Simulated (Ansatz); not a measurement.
Fluorite HfO2 (high-temperature phase) was calculated with revPBE (plane waves, PAW; Ansatz, an electronic-structure program).

Settings: plane-wave cutoff 520 eV, 12×12×12 k mesh, Fermi–Dirac smearing 0.01 eV, scalar-relativistic PAW data made under PBE.

Properties against volume:

```
V (Å³/atom)  P (GPa)  direct gap at Γ (eV)  smallest gap on the k mesh (eV)
-----------  -------  --------------------  -------------------------------
10.532         16.64                 4.638                            3.943
10.756         10.51                 4.583                            3.893
10.980          4.98                 4.528                            3.843
11.204          0.01                 4.473                            3.793
11.428         -4.47                 4.417                            3.743
11.653         -8.50                 4.361                            3.694
11.877        -12.13                 4.304                            3.645
```

The fundamental gap (3.79 eV at the equilibrium volume, with added k points) lies elsewhere than Γ–Γ.

Note: symmetry holds this phase in the static calculation, where it need not be a minimum; held by symmetry at 0 K, a high-temperature phase can be a saddle point.

Spin–orbit coupling is not included.
